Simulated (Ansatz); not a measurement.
# CsPbBr3, response to strain

Base system: CsPbBr3 in the cubic perovskite structure (space group Pm-3m, No. 221; a = 5.8721 Å).

Strains are applied to the cell and any free atomic positions relax.

The values are results of PBEsol (Ansatz, a quantum-chemistry and plane-wave program; PAW; 420 eV plane waves; no SOC), not measurements.

Candidates:
(a) isotropic strain +1.20 %
(b) isotropic strain +1.80 %
(c) isotropic strain +0.60 %
(d) isotropic strain +3.00 %
(e) isotropic strain +2.40 %

Notes on the quantities. energy relative to the base: free energy F.

Problem. Order them by energy relative to the base, lowest first.

Solution. (c) isotropic strain +0.60 % (+0.9 meV/atom), (a) isotropic strain +1.20 % (+3.4 meV/atom), (b) isotropic strain +1.80 % (+7.4 meV/atom), (e) isotropic strain +2.40 % (+13 meV/atom), (d) isotropic strain +3.00 % (+20 meV/atom)

No phonon test of stability was made. Many cubic perovskites are stable only at high temperature; tilts and polar distortions were not tested. This is not the structure that CsPbBr3 has at room temperature and ambient pressure.
